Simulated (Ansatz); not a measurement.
## NaCl in the rock salt structure (space group Fm-3m, No. 225)

```
CELL_PARAMETERS angstrom
      0.00000     2.80071     2.80071
      2.80071     0.00000     2.80071
      2.80071     2.80071     0.00000
ATOMIC_POSITIONS crystal
  Cl 0.00000 0.00000 0.00000
  Na 0.50000 0.50000 0.50000
```

Computed with PBEsol/PAW in Ansatz (a quantum-chemistry and plane-wave program), scalar-relativistic without spin-orbit coupling, earlier PAW set. Settings: 10×10×10 k-points, 0.05 eV Fermi–Dirac smearing.

The volume per atom is 21.97 Å³ and the density comes out as 2.21 g/cm³. The band gap is 5.01 eV, direct at Γ and the electron mass comes out as 0.39 mₑ. The hole mass (degenerate bands, along [100]) is 0.60, 2.7, 2.7 mₑ and the lowest conduction-band minima above the VBM is Γ 5.01 eV. The total energy is -1270.144 eV/atom (σ→0; compares only within this code and set-up).

Effective masses come from finite differences of ±0.01 Å⁻¹. No phonon test of stability was made.
